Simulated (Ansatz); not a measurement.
MoSi2, response to strain

Start from MoSi2 (space group I4/mmm, No. 139; a = 3.190 Å, c = 7.822 Å; relaxed with 0.1 eV smearing). Axes: x, y, z lie along a, b, c of the conventional cell.

Strains are applied to the cell and any free atomic positions relax; under biaxial strain the out-of-plane vector relaxes too.

The values are results of PBEsol/PAW in Ansatz (a quantum-chemistry and plane-wave program), spin-orbit coupling left out, not measurements.

Notes on the quantities. energy relative to the base: free energy F.

| biaxial strain, plane normal [001], relaxed out of plane (%) | energy relative to the base (meV/atom) |
|---|---|
| -3 | 39.7 |
| -2.5 | 27.3 |
| -2 | 17.3 |
| -1.5 | 9.6 |
| -1 | ? |
| -0.5 | 1.0 |
| 0 | 0.0 |

Problem. Fit ΔE = Aε² + Bε³ (ε in %) to the rows shown and predict the withheld row.

Solution. Least squares on the printed values gives A = 4.14 and B = -0.091 meV/atom (largest residual 0.0 meV/atom); this predicts 4.2 meV/atom, and the run gives 4.2 meV/atom, in agreement.

Stability against distortions was not tested. The final runs are not spin-polarised.
